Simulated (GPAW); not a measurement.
Density of states of NbB2 (P6/mmm, 3 atoms in the cell).

```
CELL_PARAMETERS angstrom
      3.11000     0.00000     0.00000
     -1.55500     2.69334     0.00000
      0.00000     0.00000     3.27000
ATOMIC_POSITIONS crystal
  B  0.33333 0.66667 0.50000
  B  0.66667 0.33333 0.50000
  Nb 0.00000 0.00000 0.00000
```

Level of theory: PBEsol, GPAW PAW datasets PBEsol (made by gpaw-setup) (plane waves; GPAW 25.7.0).

SCF settings: mode = pw; ecut = 950 eV; xc = PBEsol; kpts = 12 12 10; mesh shift (steps) = 0 0 0; occupations.name = methfessel-paxton; occupations.width = 0.272 eV; occupations.order = 0; nbands = -7; convergence.density = 1e-05 e/electron; symmetry.symmorphic = false; symmetry.tolerance = 0.0005; maxiter = 120. Keys of the DOS step: dos_kpts = 12 12 10; dos_width = 0.05 eV.

The starting cell comes from a database of published, mostly measured structures (it also holds non-ambient and calculated ones), without a prior relaxation at this level. Spin polarisation is off.

Total DOS (both spins), as means of the tabulated values in each energy bin; the zero is the program's Fermi level or highest filled level, and the curve is cut to this window:

(E (eV), states/eV/cell): (-7.75, 0.78); (-7.25, 0.64); (-6.75, 0.78); (-6.25, 1.39); (-5.75, 1.15); (-5.25, 1.24); (-4.75, 2.33); (-4.25, 2.07); (-3.75, 1.47); (-3.25, 0.96); (-2.75, 0.48); (-2.25, 0.41); (-1.75, 0.26); (-1.25, 0.34); (-0.75, 0.61); (-0.25, 0.77); (0.25, 0.97); (0.75, 1.50)

Around zero the curve holds about 1.0 states/eV/cell.
